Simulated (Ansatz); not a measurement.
Consider NaCl in the rock salt structure (space group Fm-3m, No. 225; a = 5.601 Å). Axes: x, y, z lie along the cube axes.

All numbers come from plane-wave PAW DFT at the PBEsol level (Ansatz, a program for electronic structure, 420 eV), no spin-orbit coupling.

Base values:

The band gap comes out as 5.01 eV.

Perturbation: the cell is compressed by 2.00 % along z with no lateral relaxation, atoms relaxed at fixed cell.

Estimate the effect on the band gap.

The band gap goes up by 0.07 eV (5.01 eV → 5.08 eV).

Predict the new stress.

The stress (xx, yy, zz, yz, xz, xy; compression positive) is (0.25, 0.25, 1.26, 0.00, 0.00, 0.00) GPa.

The cells carry an imposed strain or load. No phonon test of stability was made.
